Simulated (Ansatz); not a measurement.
## Habitual settings against a tight run: HfPd₂ (I4/mmm, 3 atoms in the cell)

Self-consistent single point.

```
HfPd2
1.0
   -1.71136     1.71136     4.38715
    1.71136    -1.71136     4.38715
    1.71136     1.71136    -4.38715
Hf Pd
1 2
Cartesian
  0.00000   0.00000   0.00000
  0.00000   0.00000   2.97475
  0.00000   0.00000   5.79955
```

Level of theory: r2SCAN, default PAW files made with PBE (plane waves; Ansatz, a quantum-chemistry and plane-wave program).

Base settings: basis.ecutwfc = 500 eV; kpoints.mp_grid.grid = 11 11 11; hamiltonian.xc = r2scan; hamiltonian.pseudopotentials = {kind: paw} (the program's default PAW files); scf.occupations.method = cold; scf.occupations.width = 0.1 eV.

Tight run (finer mesh or higher cutoff; not a proven limit): basis.ecutwfc: 500 eV → 700 eV; kpoints.mp_grid.grid: 11 11 11 → 15 15 15; scf.convergence.dr2_threshold: default (1e-07 eV) → 1e-09 eV. It gave Fermi level (on the code's own zero) 20.07 eV; pressure -2.93 GPa; largest force (vector length) 0.021 eV/Å.

Quick runs, as changes from the base:
- A: the base itself
- B: basis.ecutwfc: 500 eV → 400 eV; kpoints.mp_grid.grid: 11 11 11 → 6 6 6
- C: basis.ecutwfc: 500 eV → 295 eV; kpoints.mp_grid.grid: 11 11 11 → 4 4 4; hamiltonian.xc: r2scan → lda; scf.occupations.width: 0.1 eV → 0.2 eV [LDA (PW92)]
- D: basis.ecutwfc: 500 eV → 250 eV; kpoints.mp_grid.grid: 11 11 11 → 8 8 8
- E: basis.ecutwfc: 500 eV → 250 eV; kpoints.mp_grid.grid: 11 11 11 → 3 3 3; hamiltonian.xc: r2scan → lda; scf.occupations.method: cold → fermi_dirac; scf.occupations.width: 0.1 eV → 0.272 eV; kpoints.mp_grid.shift: default → 0.5 0.5 0.5 [LDA (PW92)]
- F: basis.ecutwfc: 500 eV → 300 eV; kpoints.mp_grid.grid: 11 11 11 → 1 1 1; scf.occupations.width: 0.1 eV → 0.136 eV

Energies are extrapolated to zero smearing width, which holds to low order in the width alone.

Dashes: energy of C, E, another energy zero; count of C, E, another kind of functional, whose work the count does not hold.

† marks runs with another functional, U, potentials or spin treatment: their distance from the tight run is not a convergence error alone.

The count of work is k-points × plane waves × bands × iterations; it is no time. 

Pressures in the table are Ansatz's without its Pulay estimate, at a fixed set of plane waves; the tight run's value above holds the estimate.

The starting cell comes from a database of computed structures (which also holds hypothetical and non-ambient phases and stackings), without a prior relaxation at this level. Its lattice was rescaled by a random factor within 2.5 % of one. Spin polarisation is off.

| run | energy less tight (meV/atom) | pressure less tight (GPa) | largest miss in a force vector (eV/Å) | count of work / tight |
|---|---|---|---|---|
| A | 2.5 | -0.10 | 0.007 | 0.21 |
| B | 2.1 | -0.29 | 0.014 | 0.032 |
| C† | – | -28.10 | 0.092 | – |
| D | 1588.8 | -97.21 | 0.011 | 0.036 |
| E† | – | -102.86 | 0.029 | – |
| F | -1641.3 | -37.55 | 3.712 | 0.00077 |

Among the runs at the tight run's level, the energy misses run from 2.1 to 1641.3 meV/atom.

Keys are those of Ansatz 0.2.
